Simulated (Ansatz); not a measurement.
Worked calculations on one periodic cell of amorphous Si₃₀N₄₁Lu: Si30N41Lu, 72 atoms, volume 826.6 Å³, made by a melt-quench on the CHGNet potential and relaxed with DFT. N atoms were pushed apart under 1.9 Å during the dynamics, to hinder bonds among them. It is a model cell: composition and starting density were chosen by hand, and all elements were melted together. Cycles of charging were run to anneal it. These are PBE, scalar-relativistic without spin-orbit coupling (plane waves to 420 eV, PAW; Ansatz, a first-principles code) values and carry that method's errors. Sampling: a 2×2×2 Γ-centred mesh; Fermi-Dirac width 0.02 eV; no spin polarisation. Its volume was relaxed, its shape was free, and it stands at a mean pressure of 0.0 GPa with stress components up to 0.1 GPa; the relaxation ran on the zone centre alone. Its density went from a set 3.24 to 3.20 g/cm³. The cell is small and was quenched far faster than a real film, so it is one sample of the glass.

Four energies for an added electron at PBE on the zone centre alone (charged cells in a uniform background, spin-polarised): neutral at the neutral geometry -49607.007 eV; charged at the neutral geometry -49596.850 eV; charged and relaxed -49596.927 eV; neutral at the charged geometry -49606.886 eV.

Task: Find the two relaxation energies and their sum, the reorganisation energy.

Result: On charging: -49596.850 − (-49596.927) = 0.077 eV. On discharging: -49606.886 − (-49607.007) = 0.121 eV. The sum is 0.198 eV. The carrier's level spreads over 41 of the 72 atoms' worth, more than a fifth of the atoms or a third of the atoms of its main element (six at least), and the sum is small, so it counts as a band carrier, whose relaxation energy shrinks as the cell grows. PBE's self-interaction favours spread-out carriers, so a hybrid can localise more.

Four energies for a hole at PBE on the zone centre alone (charged cells in a uniform background, spin-polarised): neutral at the neutral geometry -49607.007 eV; charged at the neutral geometry -49614.505 eV; charged and relaxed -49614.724 eV; neutral at the charged geometry -49606.606 eV.

Task: Find the two relaxation energies and their sum, the reorganisation energy.

Result: On charging: -49614.505 − (-49614.724) = 0.219 eV. On discharging: -49606.606 − (-49607.007) = 0.401 eV. The sum is 0.620 eV. The carrier's level spreads over 3 of the 72 atoms' worth, so it counts as localised, most on one N atom with neighbours Si 1.65 Å, Si 1.65 Å (neutral geometry). The values are uncorrected: the image energy of a point charge in this cell, 2.84 × 14.40 / (2 × 9.4) = 2.2 eV before screening, is screened by electrons alone at the fixed geometry and by ions too after relaxing, and the carrier can be spread before it relaxes, so each term can be off by up to that value times 1/ε∞, some tenths of an eV. PBE's self-interaction favours spread-out carriers, so a hybrid can localise more.
